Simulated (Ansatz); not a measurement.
Ansatz (a quantum-chemistry and plane-wave program) run on NbP (Imm2, 4 atoms in the cell): self-consistent single point.

Method of the run: PBEsol, harder PAW files (source: ansatz) made with PBE (plane waves; Ansatz).

The change in words: lattice scaled by 0.98; basis.ecutwfc: 420 eV → 1415 eV; hamiltonian.pseudopotentials: {kind: paw} (the program's default PAW files) → {kind: paw, source: ansatz}. Reference geometry:
```
NbP
1.0
   -1.68330     1.68330     5.76881
    1.68330    -1.68330     5.76881
    1.68330     1.68330    -5.76881
Nb P
2 2
Direct
  0.75421   0.75421   0.00000
  0.49988   0.99988   0.50000
  0.33275   0.33275   0.00000
  0.08275   0.58275   0.50000
```

Reference input (self-consistent single point, DFT, PBEsol, plane waves, default PAW files made with PBE): basis.ecutwfc = 420 eV; kpoints.mp_grid.grid = 7 7 7; hamiltonian.xc = pbesol; hamiltonian.pseudopotentials = {kind: paw} (the program's default PAW files); scf.occupations.method = gaussian; scf.occupations.width = 0.2 eV. This run's input differs from it in these lines:

Ansatz 0.2 input:
```diff
@@ -2,5 +2,5 @@
   lattice:
-    - [-1.683300, 1.683300, 5.768811]
-    - [1.683300, -1.683300, 5.768811]
-    - [1.683300, 1.683300, -5.768811]
+    - [-1.649634, 1.649634, 5.653435]
+    - [1.649634, -1.649634, 5.653435]
+    - [1.649634, 1.649634, -5.653435]
   atoms:
@@ -11,3 +11,3 @@
 basis:
-  ecutwfc: 420.0
+  ecutwfc: 1415.0
 kpoints:
@@ -16,3 +16,3 @@
   xc: pbesol
-  pseudopotentials: { kind: paw }
+  pseudopotentials: { kind: paw, source: ansatz }
 scf:
```

Output (repeated stretches shortened):

```
SCF iter   1: F=—  HF=-10494.245148 eV  |F-HF|=—  |Δ(HF+E_count)|=         —  Δρ=7.10e-2  dr2=4.29e0  ethr=3.10e-3  ⟨swp⟩=5.8  Hψ=7392  notcnv=0
all-band conjugate gradients solve this SCF's bands
preconditioner: auto → Kerker (q_TF=auto, 2.495 Å⁻¹)
SCF iter   2: F=—  HF=-10493.139223 eV  |F-HF|=—  |Δ(HF+E_count)|=    1.11e0  Δρ=3.23e-2  dr2=6.25e-1  ethr=3.10e-3  ⟨swp⟩=3.8  Hψ=3492  notcnv=0
   [... lines left out ...]
SCF iter   5: F=—  HF=-10492.972507 eV  |F-HF|=—  |Δ(HF+E_count)|=   2.25e-4  Δρ=5.00e-4  dr2=3.46e-4  ethr=3.33e-6  ⟨swp⟩=2.0  Hψ=2408  notcnv=0
SCF iter   6: F=—  HF=-10492.972459 eV  |F-HF|=—  |Δ(HF+E_count)|=   4.82e-5  Δρ=2.18e-4  dr2=5.03e-5  ethr=9.60e-7  ⟨swp⟩=2.1  Hψ=1665  notcnv=0
SCF iter   7: F=—  HF=-10492.972429 eV  |F-HF|=—  |Δ(HF+E_count)|=   2.99e-5  Δρ=3.97e-5  dr2=1.25e-6  ethr=1.40e-7  ⟨swp⟩=2.1  Hψ=2044  notcnv=0
SCF iter   8: F=-10492.972429 eV  HF=-10492.972429 eV  |F-HF|=1.76e-8  |Δ(HF+E_count)|=   2.03e-7  Δρ=6.43e-6  dr2=3.63e-8  ethr=2.78e-10  ⟨swp⟩=5.0  Hψ=7709  notcnv=0
SCF 1 converged in 8 iterations: F = -10492.972429 eV  dr2 = 3.63e-8
Free energy (F): -10492.972429 eV
Internal energy: -10492.952924 eV  (E = F + TS)
E sigma→0 (E₀):  -10492.962676 eV
Entropy (-TS):   -0.019505 eV (-4.876 meV/atom)
Fermi energy:    15.608086 eV
--- Forces (eV/Å), atoms counted from 1 ---
  atom   1  Nb     0.00000000     0.00000000    -0.80429442
  atom   2  Nb     0.00000000     0.00000000     0.28163559
  atom   3  P      0.00000000     0.00000000     0.26013431
  atom   4  P      0.00000000     0.00000000     0.26252279
--- Stress (GPa, compression-positive) ---
        4.201912       0.000000       0.000000
        0.000000       3.369474       0.000000
        0.000000       0.000000       0.732234
  P = ⅓ Tr σ = 2.7679 GPa (27.679 kbar)
  The stress holds the Pulay correction. Without it, at fixed plane waves, as pw.x and ABINIT print it: P = 2.7671 GPa
```

The run converged in 8 iterations. Against the reference run the pressure goes from -8.78 to 2.77 GPa and the largest force goes from 0.697 to 0.804 eV/Å.

The starting cell comes from a database of computed structures (which also holds hypothetical and non-ambient phases and stackings), without a prior relaxation at this level. Its lattice was rescaled by up to half a per cent. One atom was moved a little off its site on purpose. For this run, on top of that: lattice scaled by 0.98. Spin polarisation is off. Ansatz's pressure includes its estimate of the finite-basis (Pulay) stress.

Cost on one core of a shared machine: roughly 50 s.
